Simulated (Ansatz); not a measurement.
# TaN in the rock salt structure (space group Fm-3m, No. 225)

```cif
data_N4Ta4
_chemical_formula_sum 'N4 Ta4'
_space_group_name_H-M_alt 'Fm-3m'
_space_group_IT_number 225
_space_group_name_Hall '-F 4 2 3'
_cell_length_a 4.41704
_cell_length_b 4.41704
_cell_length_c 4.41704
_cell_angle_alpha 90.000
_cell_angle_beta 90.000
_cell_angle_gamma 90.000
loop_
_atom_site_label
_atom_site_type_symbol
_atom_site_symmetry_multiplicity
_atom_site_Wyckoff_symbol
_atom_site_fract_x
_atom_site_fract_y
_atom_site_fract_z
_atom_site_occupancy
N1 N 4 a 0.00000 0.00000 0.00000 1
Ta1 Ta 4 b 0.50000 0.50000 0.50000 1
```
(The calculation used a cell of 2 atoms; values per cell refer to that cell.)

Method: PBE (Ansatz, an electronic-structure program, PAW, no spin-orbit coupling). Settings: 18×18×18 k-points, 0.05 eV Fermi–Dirac smearing.

```yaml
volume_per_atom: 10.77 Å³
density: 15.03 g/cm³
band_gap: zero
total_energy: -5158.959 eV/atom (σ→0; compares only within this code and set-up)
```

No phonon test of stability was made. The final runs are not spin-polarised. This is not the structure that TaN has at room temperature and ambient pressure.
